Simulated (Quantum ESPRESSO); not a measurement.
Worked example: self-consistent single point of CaPb3 (P1, 4 atoms in the cell) in Quantum ESPRESSO.

Method: PBEsol, GBRV 1.5 ultrasoft (PBESOL) pseudopotentials (plane waves; Quantum ESPRESSO 7.5).

The change in words: lattice scaled by 1.015. Reference geometry:
```
CaPb3
1.0
    4.89100     0.00000     0.00000
    0.00000     4.89100     0.00000
    0.00000     0.00000     4.89100
Ca Pb
1 3
Direct
  0.98981   0.00463   0.99533
  0.00293   0.48813   0.50501
  0.49314   0.01548   0.49427
  0.51412   0.49176   0.00539
```

Reference input (self-consistent single point, DFT, PBEsol, plane waves, GBRV 1.5 ultrasoft (PBESOL) pseudopotentials): ecutwfc = 40 Ry; ecutrho = 200 Ry; occupations = smearing; smearing = gauss; degauss = 0.0147 Ry; potentials = {Ca: ca_pbesol_v1.uspp.F.UPF, Pb: pb_pbesol_v1.uspp.F.UPF}; K_POINTS = automatic 5 5 5 0 0 0; conv_thr = 1e-09 Ry; mixing_beta = 0.4. This run's input differs from it in these lines:

```diff
@@ -27,5 +27,5 @@
 CELL_PARAMETERS angstrom
-   4.8910000000     0.0000000000     0.0000000000
-   0.0000000000     4.8910000000     0.0000000000
-   0.0000000000     0.0000000000     4.8910000000
+   4.9643650000     0.0000000000     0.0000000000
+   0.0000000000     4.9643650000     0.0000000000
+   0.0000000000     0.0000000000     4.9643650000
 ATOMIC_POSITIONS alat
```

Output (repeated stretches shortened):

```
     Self-consistent Calculation

     iteration #  1     ecut=    40.00 Ry     beta= 0.40

---- Real-time Memory Report at c_bands before calling an iterative solver
           169 MiB given to the printing process from OS
           137 MiB allocation reported by mallinfo(arena+hblkhd)
------------------

     Threshold (ethr) on eigenvalues was too large:
     Diagonalizing with lowered threshold

---- Real-time Memory Report at c_bands before calling an iterative solver
           280 MiB given to the printing process from OS
           146 MiB allocation reported by mallinfo(arena+hblkhd)
------------------

   [... lines left out ...]
           291 MiB given to the printing process from OS
           157 MiB allocation reported by mallinfo(arena+hblkhd)
------------------

     negative rho (up, down):  4.940E-02 0.000E+00

     total energy              =    -566.60449953 Ry
     estimated scf accuracy    <          1.6E-09 Ry

     iteration # 10     ecut=    40.00 Ry     beta= 0.40

---- Real-time Memory Report at c_bands before calling an iterative solver
           292 MiB given to the printing process from OS
           158 MiB allocation reported by mallinfo(arena+hblkhd)
------------------

     negative rho (up, down):  4.940E-02 0.000E+00
     End of self-consistent calculation

     the Fermi energy is    10.0173 ev

!    total energy              =    -566.60449953 Ry
     estimated scf accuracy    <          1.1E-10 Ry
     smearing contrib. (-TS)   =      -0.00476036 Ry
     internal energy E=F+TS    =    -566.59973916 Ry

     convergence has been achieved in  10 iterations

     negative rho (up, down):  4.940E-02 0.000E+00

     Forces acting on atoms (cartesian axes, Ry/au):

     atom    1 type  1   force =     0.00669533   -0.00860708    0.00175504
     atom    2 type  2   force =     0.00059278    0.00370727   -0.00294985
     atom    3 type  2   force =    -0.00066239    0.00204022    0.00015525
     atom    4 type  2   force =    -0.00662572    0.00285959    0.00103956

     Total force =     0.014233     Total SCF correction =     0.000020

     negative rho (up, down):  4.940E-02 0.000E+00
          total   stress  (Ry/bohr**3)                   (kbar)     P=      -20.31
  -0.00014158  -0.00000985  -0.00000166          -20.83       -1.45       -0.24
  -0.00000985  -0.00013193  -0.00000529           -1.45      -19.41       -0.78
  -0.00000166  -0.00000529  -0.00014072           -0.24       -0.78      -20.70

   JOB DONE.
```

The run converged in 10 iterations. Against the reference run the free energy goes up by 10.0 meV/atom, the pressure goes from -0.35 to -2.03 GPa and the largest force goes from 0.332 to 0.284 eV/Å.

The starting cell comes from a database of published, mostly measured structures (it also holds non-ambient and calculated ones), without a prior relaxation at this level. Its atoms were displaced at random from the sites of space group no. 221. For this run, on top of that: lattice scaled by 1.015.

Cost on one core of a shared machine: roughly 4 min.
